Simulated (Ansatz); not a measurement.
This concerns the surface energy of the Nb60O20 slab, the mean of its two faces, with the listed reservoirs for the atoms in excess. Reaction: 60 Nb (bcc) + 10 O2 (gas) → cell A.

Cell A: a slab of composition Nb60O20 built on Nb (bcc, Im-3m) (110), with 52 atoms on that crystal's sites, 80 atoms, oblique cell of 8.60 × 11.82 Å (100.8 Å²), symmetry P1 within 0.02 Å, 11.1 Å thick under 16 Å of vacuum, in-plane vectors held at the crystal's; planes from bottom to top: Nb13 × 4 | O8 | Nb8O12, its two faces unlike (dipole correction applied); foreign atoms: O bound to 4 Nb at 1.96–2.28 Å; O bound to 4 Nb at 2.10–2.19 Å; O bound to 2 Nb at 1.84–2.09 Å; O bound to 3 Nb at 1.93–2.45 Å; O bound to 2 Nb at 1.93–1.95 Å; O bound to 4 Nb at 2.13–2.23 Å and others; spin state with PBE: run without spin, k-point mesh 4×3×1.
```xyz
80
Lattice="8.6036 0.0000 0.0000 -1.5933 11.7167 0.0000 0.0000 0.0000 27.4620" Properties=species:S:1:pos:R:3 pbc="T T T"
Nb     5.4614    11.1174     8.3713
Nb     6.4054     1.6335    10.6223
Nb     5.7022     3.8955    12.8635
Nb     5.1740     6.0971    15.1730
Nb     6.7316     6.6381     8.3448
Nb     6.1157     8.8983    10.6165
Nb     5.4789    11.1240    13.0340
Nb     6.3470     1.6844    15.3467
Nb     4.8362     1.1902     8.3773
Nb     4.1642     3.4420    10.5911
Nb     3.5458     5.7510    12.8964
Nb     3.0570     7.8909    15.3371
Nb     4.5084     8.4563     8.3680
Nb     3.8791    10.6815    10.6694
Nb     4.8020     1.1897    13.0270
Nb     3.9913     3.6375    15.2137
Nb     5.7842     3.9001     8.3470
Nb     5.1429     6.1826    10.5588
Nb     4.5445     8.4483    12.9872
Nb     3.9409    10.6890    15.6075
Nb     2.2805    10.2277     8.3849
Nb     3.2328     0.7375    10.6628
Nb     2.5436     2.9971    12.9612
Nb     1.8806     5.3978    15.2556
Nb     3.5462     5.7298     8.3648
Nb     2.9281     7.9955    10.6173
Nb     2.3116    10.2482    13.0712
Nb     3.2146     0.7445    15.6242
Nb     1.6519     0.3020     8.3746
Nb     0.9923     2.5332    10.6104
Nb     0.3379     4.8183    12.8630
Nb    -0.2172     6.9616    15.1761
Nb     1.3171     7.5336     8.3560
Nb     0.7039     9.7886    10.6445
Nb     1.6472     0.2949    13.0342
Nb     0.8583     2.6977    15.2847
Nb     2.5913     2.9779     8.3686
Nb     1.9486     5.2688    10.5715
Nb     1.3658     7.5395    12.9484
Nb     0.8037     9.7230    15.3935
Nb    -0.9021     9.3461     8.3677
Nb    -1.5407    11.5645    10.6404
Nb     7.9577     2.0579    12.9343
Nb     7.2506     4.4450    15.0442
Nb     0.3675     4.8070     8.3513
Nb    -0.2622     7.0918    10.5710
Nb    -0.8357     9.3523    12.9695
Nb    -1.5244    11.5729    15.3553
Nb     8.0172     2.0763     8.3574
Nb     7.3561     4.3470    10.5475
Nb     6.7532     6.6327    12.8655
Nb     6.2287     8.7923    15.3027
Nb    -0.2813     7.9182    18.5197
Nb     7.1298     4.3532    17.9564
O     -0.5941     8.4529    16.6630
O      7.6458     2.9334    16.4937
O      0.8658     9.3229    18.8465
O      6.6085     6.1770    18.3301
O      0.8804     6.4305    18.9893
Nb     2.0845     5.1299    18.2181
Nb     1.3183     1.9203    18.3747
O      2.2459     3.7765    16.5871
O      1.2500     1.0719    16.6084
O      3.6792     6.3117    18.8418
O      0.3570     3.8310    18.5927
O      2.8334     3.2374    19.0240
Nb     4.1922     1.8708    18.3808
Nb     2.2813    10.7202    18.1979
O      4.6023     2.1813    16.5040
O      2.4892     9.3780    16.6759
O      5.7723     3.2897    18.5799
O      2.6336     0.5664    19.0303
O      3.6275    11.9930    19.1736
Nb     5.2487    11.2918    18.2511
Nb     5.0018     7.6225    18.5658
O      5.9511    10.3020    16.7264
O      4.9173     7.6599    16.6588
O     -0.3152     0.8038    18.6998
O      4.2682     9.4546    18.7637
O      6.7114     8.3947    19.4139
```

Reference: Nb (bcc, Im-3m), 13 atoms in the cell, the relaxed perfect crystal repeated, atoms not moved again; spin state with PBE: run without spin, k-point mesh 4×3×15 on the run's own vectors.

Reference: an isolated O2 molecule (triplet) in a box of 11 × 11 × 13 Å.

All numbers come from Ansatz (an electronic-structure program), plane waves with PAW, its default PAW set, cutoff 420 eV, 500 eV for r2SCAN. The structures are at rest with PBE, within the held lattices; other levels are single points on them. Neutral cells; Fermi-Dirac smearing of at most 0.10 eV in the solids, energies taken to zero width. The lattices are those relaxed with PBE or held as stated, so at other levels the solids can be strained, which adds to the spread. Larger cells are relaxed on a coarser mesh till forces fall under 0.03 eV/Å, which some starts already meet. A dispersion term (D3(BJ), or D4 for r2SCAN) was computed beside these levels and is taken off wherever the name lacks it. The PAW files were made for PBE and serve at the other functionals too. Space groups of crystals are read within 0.01 Å. Static lattices, no vibrational contributions. Cells are local rest points, mostly with their start's symmetry. No Hubbard U is applied. Values are for these cell sizes.

**Question.** What value does PBE give?

**Answer.** -4.29 J/m², for 60 Nb (bcc) + 10 O2 (gas) → cell A.

**Question.** List the value at the remaining levels and say how far they part.

**Answer.** 
| Functional | value (J/m²) | less PBE |
|---|---|---|
| r2SCAN | -4.70 | -0.41 |

The levels shown span 0.41 J/m², from r2SCAN (-4.70) to PBE (-4.29).
